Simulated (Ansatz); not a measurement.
Data:

```
MgTe
1.0
    4.83889     0.00000     0.00000
   -2.41944     4.19060     0.00000
    0.00000     0.00000     7.87575
Mg Te
2 2
Cartesian
  2.41944   1.39687   0.00635
  0.00000   2.79373   3.94423
  2.41944   1.39687   4.91756
  0.00000   2.79373   0.97969
```

No spin polarisation.

Method: DFT with PBE, PAW potentials and a 420 eV plane-wave cutoff in Ansatz (an electronic-structure program), no SOC. k-mesh 8×8×5 (Γ-centred); smearing 0.05 eV (Fermi–Dirac).

### Question
Predict the pressure and space group.

### Answer
* **Pressure (mean of the normal stresses, compression positive)**: -3.65 GPa
* **Space group**: P6_3mc (No. 186)

The cells carry an imposed strain or load. Stability against distortions was not tested. The cell was made from MgTe in the wurtzite structure (space group P6_3mc, No. 186) by this change: isotropic strain +5.00 %.
